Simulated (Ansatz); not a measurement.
The parent structure is HfO2 in the fluorite structure (space group Fm-3m, No. 225; a = 5.044 Å).

Computed with Ansatz (an electronic-structure program) PBEsol, no SOC.

Before the change:

| Item | Value |
|---|---|
| Pressure | 0.00 GPa |
| Electron mass | 1.1 mₑ along k, 0.70 mₑ across (at X) |

Perturbation: every lattice vector is shortened by 2.50 %, atoms relaxed at fixed cell.

Question: Estimate the effect on the pressure.

Answer: The pressure goes from zero to 23.58 GPa.

Question: What happens to the electron mass?

Answer: The electron mass goes from 1.1 mₑ along k, 0.70 mₑ across (at X) to 1.0 mₑ along k, 0.67 mₑ across (at X).

Spin-orbit coupling, missing from the scalar runs, can matter with Hf. The levels and masses belong to the bands next to the band gap. The cells carry an imposed strain or load. Masses are band curvatures over ±0.01 Å⁻¹ around the edge. Along k means along the line from Γ to the band edge. Whether these cells are dynamically stable was not tested. This is not the structure that HfO2 has at room temperature and ambient pressure.
